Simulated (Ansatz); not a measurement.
System: SiO₂ (P4₃2₁2, No. 96, 36 atoms in the cell; start mp-559872). Method: r²SCAN+rVV10 (PAW; Ansatz, a quantum-chemistry and plane-wave program).

Run with plane-wave cutoff 560 eV, 4×4×4 k mesh, Fermi–Dirac smearing 0.01 eV, scalar-relativistic PAW data made under PBE.

Cell (relaxed at this level):

```xyz
36
Lattice="7.5169 0.0000 0.0000 0.0000 7.5169 0.0000 0.0000 0.0000 8.3309" Properties=species:S:1:pos:R:3 pbc="T T T"
Si     6.8366     0.6804     2.0827
Si     3.0781     3.0781     0.0000
Si     0.6804     6.8366     6.2482
Si     4.4388     4.4388     4.1655
Si     2.8882     6.1580     8.4493
Si     5.1174     6.6467     6.3666
Si     4.6287     1.3590     4.2839
Si     2.3995     0.8702     2.2011
Si     6.6467     5.1174     1.9643
Si     1.3590     4.6287     4.0471
Si     0.8702     2.3995     6.1298
Si     6.1580     2.8882    -0.1184
O      2.7793     6.9955     1.4840
O      4.2799     6.5378     7.7322
O      4.7376     0.5215     5.6495
O      3.2370     0.9792     3.5668
O      6.5378     4.2799     0.5987
O      0.5215     4.7376     2.6814
O      0.9792     3.2370     4.7642
O      6.9955     2.7793     6.8469
O      2.9217     4.6561     3.6825
O      6.6193     6.6801     1.5997
O      4.5953     2.8609     7.8479
O      0.8976     0.8368     5.7652
O      6.6801     6.6193     6.7312
O      2.8609     4.5953     0.4830
O      0.8368     0.8976     2.5657
O      4.6561     2.9217     4.6485
O      5.8753     1.0044     3.3282
O      2.7540     2.1169     1.2455
O      1.6416     6.5125     7.4937
O      4.7629     5.4001     5.4110
O      2.1169     2.7540     7.0854
O      6.5125     1.6416     0.8372
O      5.4001     4.7629     2.9200
O      1.0044     5.8753     5.0027
```

### Question
What does this level give for the band gap?

### Answer

* **band gap**: 6.27 eV (on the SCF k mesh)

Note: the relaxation could not lower the start's symmetry, so the cell can be a saddle point above a distorted one.

A start named mp-… is a Materials Project structure, which need not be a measured phase.
